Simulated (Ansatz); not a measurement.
## Effort and miss along a sweep of kpoints.mp_grid.grid: LuNiGe₂ (Cmcm, 8 atoms in the cell)

Cell: a = 8.5863 Å, b = 8.5863 Å, c = 4.0264 Å, α = 90.00°, β = 90.00°, γ = 153.61°.

Computed with LDA (PW92), PAW files made with PBE (plane waves; Ansatz, a quantum-chemistry and plane-wave program).

Base settings: kpoints.mp_grid.grid = 7 7 7; hamiltonian.xc = lda; hamiltonian.pseudopotentials = {kind: paw} (the program's default PAW files); scf.occupations.method = cold; scf.occupations.width = 0.05 eV.

Misses are taken against the tightest run, 14 14 13, which need not be fully converged itself. The energy is the free energy per atom.

The count of work is k-points × plane waves × bands × iterations; it is no time, and leaves out set-up, grids and terms that scale otherwise. Core times come from one kind of shared machine and are given to one figure; runs under 30 s give none.

The starting cell comes from a database of computed structures (which also holds hypothetical and non-ambient phases and stackings), without a prior relaxation at this level. Spin polarisation is off. Ansatz's pressure includes its estimate of the finite-basis (Pulay) stress.

```tsv
kpoints.mp_grid.grid	energy less reference (meV/atom)	pressure less reference (GPa)	largest difference in the force on any atom (eV/Å)	count of work / reference	core time / reference (rough)
1 1 1 (width narrowed by the program to 0.0241 eV)	1176.22	14.45	3.620	0.0035	–
2 2 2	86.04	0.81	0.518	0.015	–
3 3 3	-15.69	0.51	0.332	0.019	–
4 4 4	-12.57	0.11	0.101	0.042	–
5 5 5	-0.15	0.04	0.118	0.068	–
6 6 6	-2.38	-0.01	0.056	0.13	0.1
7 7 7	0.74	-0.04	0.086	0.16	0.2
8 8 8	1.17	0.00	0.038	0.26	0.3
10 10 9	0.70	0.02	0.023	0.39	0.4
11 11 11	0.01	0.03	0.012	0.54	0.6
14 14 13	0.00	0.00	0.000	1.0	1
```

Coarsest setting among those run that, with all tighter ones, holds the energy within 10 meV/atom of the reference: 5 5 5, off by 0.15 meV/atom; it needs 0.068 of the reference's count of work.

Smallest miss in the energy for at most 0.1 times the reference's count of work: 5 5 5, with a miss of 0.15 meV/atom at a count of 0.068.

The step from 2 2 2 to 4 4 4: it takes the miss in the energy from 86 to 13 meV/atom, for 2.8 times the count of work.

Left out of this page: 2 runs of the series stopped by limits of time or memory.

Keys are those of Ansatz 0.2.
